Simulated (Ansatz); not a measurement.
## Defect calculation: V_Li+V_Li+Ce_Li in ferroelectric LiNbO3

The numbers are results of PBE, PAW (plane waves to 420 eV; Ansatz, a first-principles code), not measurements. Cell: 120 sites, 2×2×1 repeats of a cell of 30 atoms; final energies on a 2×2×2 Γ-centred mesh. Site at the start: a built cluster, 5.6 Å across. Finite-size correction: monopole term and site-potential alignment. Dielectric constants: PBE linear response of the host. Host gap at this level: 3.53 eV. A cell of this size leaves errors of a few tenths of an eV. Levels are measured in PBE's own, too narrow, gap. Spin–orbit coupling is left out, and no Hubbard U is applied to the open shells. Each state is the lowest found from its start.

The name describes the start; the neighbours show where the atoms ended.

Charges with a result: +1, 0, −1. Others weren't obtained, and one of them could lie lower, also by skipping a charge.

| charge | moment (μB) | point group | largest move off a lattice site (Å) | neighbours of the last Ce atom of the defect at the end (Å) | image correction with alignment (eV) | above the lowest spin state (eV) |
|---|---|---|---|---|---|---|
| +1 | not spin-polarised | C1 | 0.33 | O 2.17, O 2.17, O 2.18, O 2.36, O 2.38, O 2.40 | 0.23 | 0.00 |
| 0 | 1.0 | C1 | 0.50 | O 2.23, O 2.23, O 2.24, O 2.50, O 2.55, O 2.55 | 0.00 | 0.00 |
| −1† | 0 in all, 0.58 on one atom | – | 0.60 | O 2.23, O 2.23, O 2.23 | -0.19 | 0.00 |
| −1 | not spin-polarised | C1 | 0.69 | O 2.22, O 2.22, O 2.22 | -0.19 | 0.05 |

† Not settled in this cell, so no level is given: charge −1: carriers not clearly localised.

Point groups are those of the whole cell at tolerances of 0.03 and 0.1 Å ("near" where only the looser one holds); none is given for unsettled states.

Starting moments that weren't kept: charge −1 began with 2 μB and ended with 0.0.

Transition levels above the valence-band maximum: ε(+1/0) = 2.58 eV. With a charge missing or unsettled, these needn't be thermodynamic levels.

Flagged in the runs: a doubtful potential alignment, a host whose relaxation on this sampling wasn't shown to rest.

All states together cost very roughly 10 core-hours.
